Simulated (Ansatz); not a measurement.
The reference is Mo in the bcc (W type) structure (space group Im-3m, No. 229; relaxed with 0.1 eV smearing).

```yaml
crystal:
  lattice:
    - [-1.57562, 1.57562, 1.57562]
    - [1.57562, -1.57562, 1.57562]
    - [1.57562, 1.57562, -1.57562]
  atoms:
    - { symbol: Mo, position: [0.00000, 0.00000, 0.00000] }
```

Cartesian axes are those of the cell as printed.

Calculations: r2SCAN (Ansatz, a quantum-chemistry and plane-wave program; PAW; 500 eV plane waves; no SOC), earlier PAW set.

Before the change:

| Item | Result |
|---|---|
| Shortest interatomic distance | 2.729 Å |

It is then changed as follows: biaxial strain −1.76 %, plane normal [111], relaxed out of plane (Cartesian); in-plane vectors clamped, the third vector and the atoms free.

Q: What does the calculation give for the energy relative to the base, out-of-plane strain, in-plane stress and shortest interatomic distance after the change?

A: The energy increases by 13 meV/atom; the out-of-plane strain comes out as +1.85 %; the mean in-plane stress (compression positive) comes out as +7.6 GPa; the shortest interatomic distance drops by 0.037 Å, from 2.729 Å to 2.692 Å.

Whether these cells are dynamically stable was not tested. The final runs are not spin-polarised.
